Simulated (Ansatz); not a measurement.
The starting structures come from a database of crystals and need not be the phases stable at ambient conditions.

 Where the default PAW files enter, the runs use the earlier of Ansatz's two default sets.

Crystal: Cs2TlBiF6 (Fm-3m, not sure to be the ambient phase, 10 atoms a cell, 23.3 Å³ an atom); planes in its conventional cell.

Level of theory: r2SCAN (plane waves, PAW; Ansatz, a program for electronic structure).

The gap is the functional's own. No spin-orbit coupling. Mid-gap values are interpolated on the energy grid.

| plane | area of the cell (Å²) | mid-gap κ (1/Å) | largest κ in the gap (1/Å) |
|---|---|---|---|
| (111) | 41.3 | 0.28 | 0.28 |
| (001) | 47.7 | (withheld) | (withheld) |

Question: The slowest decay depends on the direction. Supply the withheld values.

Answer: 
- (001), mid-gap κ (1/Å): 0.24
- (001), largest κ in the gap (1/Å): 0.24
